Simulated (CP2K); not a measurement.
## A short convergence ladder for SrAg₂ (Imm2, 6 atoms in the cell)

```
CELL_PARAMETERS angstrom
      6.13501     0.00000     0.00000
     -0.55706     6.10967     0.00000
     -1.27309    -4.43879     4.03915
ATOMIC_POSITIONS crystal
  Sr 0.30105 0.05105 0.25000
  Sr 0.70499 0.95499 0.75000
  Ag 0.28310 0.33769 0.94541
  Ag 0.71690 0.66231 0.05459
  Ag 0.89228 0.33769 0.55459
  Ag 0.10772 0.66231 0.44541
```

Base method: LDA (Pade form), GPW, DZVP-MOLOPT-SR-GTH basis, GTH-PADE potentials (GTH_POTENTIALS) in CP2K.

Base settings: CUTOFF = 500 Ry; REL_CUTOFF = 40 Ry; SMEAR/METHOD = FERMI_DIRAC; ELECTRONIC_TEMPERATURE = 1160.45 K; KPOINTS/SCHEME = MONKHORST-PACK 4 4 4; GAMMA_CENTERED = T; XC_FUNCTIONAL = PADE; Sr/BASIS_SET = DZVP-MOLOPT-SR-GTH-q10; Sr/POTENTIAL = GTH-PADE-q10; Ag/BASIS_SET = DZVP-MOLOPT-SR-GTH-q11.

**The k-point mesh**

Moved along: GAMMA_CENTERED.

The second cell is the first with its lattice scaled by 0.98.

Only quantities that move along the ladder and can be compared are tabulated.

```tsv
KPOINTS/SCHEME	free energy less the last step's (meV/atom)	energy of the compressed cell less the first (meV/atom)	pressure (GPa)	largest difference of a force vector from the last step's (eV/Å)
MONKHORST-PACK 2 2 2	39.52	-9.82	-2.58	0.291
MONKHORST-PACK 3 3 3	4.23	-14.88	-3.07	0.056
MONKHORST-PACK 4 4 4	1.35	-14.37	-3.03	0.014
MONKHORST-PACK 6 6 6	0.00	-14.06	-3.00	0.000
```

Coarsest KPOINTS/SCHEME that holds the energy of the compressed cell less the first within 2 meV/atom of the last step, with all finer ones: MONKHORST-PACK 3 3 3; the step before is off by 4.2 meV/atom.

Coarsest KPOINTS/SCHEME that holds the forces within 0.02 eV/Å: not settled: the last two steps still differ by 0.014 eV/Å, over half the tolerance, so the ladder does not show it.

Coarsest KPOINTS/SCHEME that holds the pressure within 0.2 GPa of the last step, with all finer ones: MONKHORST-PACK 3 3 3; the step before is off by 0.42 GPa.

On the base run: the starting cell comes from a database of computed structures (which also holds hypothetical and non-ambient phases and stackings), without a prior relaxation at this level. Its lattice was rescaled by up to half a per cent. One atom was moved a little off its site on purpose. Values carry the incompleteness of an atom-centred basis. In the base run, with a pressure of about -3 GPa the cell is away from its equilibrium volume at this level. Without a gap this mesh is coarse (it stands for a supercell whose shortest vector is 19 Å).
